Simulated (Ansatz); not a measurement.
Defect: interstitial O in fcc Al, neutral cell. The step: one O atom jumps by itself; the atom moves 2.02 Å along (0.00, 0.00, -0.50) of the unit cell; the moving atom starts with neighbours 4 Al at 1.89 Å and ends with 4 Al at 1.89 Å. A PBE band in Ansatz (plane-wave PAW, a 3×3×3 k-point mesh shifted by half a step, 32 host sites, 37 SCF runs with any check of the saddle's order, static, no finite-size correction) gives a forward barrier of 1.00 eV. The saddle point's order was not checked, and it lies on a symmetry element of the cell, where a band can be held. Sites that were not tried may lie lower.

Single points at the band's start and saddle point can refine it. Rough cost of one point, in units of the band's mean SCF on the same machine:

```csv
Level,Cost of one point
"PBE, a 5×5×5 k-point mesh shifted by half a step",about 3
"r2SCAN at 500 eV, a 3×3×3 k-point mesh shifted by half a step",under 2
```

Q: Which of these move the barrier by more than 0.1 eV, and how far does each move it?

A: PBE, a 5×5×5 k-point mesh shifted by half a step: -0.03 eV; r2SCAN at 500 eV, a 3×3×3 k-point mesh shifted by half a step: +0.17 eV. Each functional is compared with PBE at the same k-points.

Ansatz is a first-principles code.
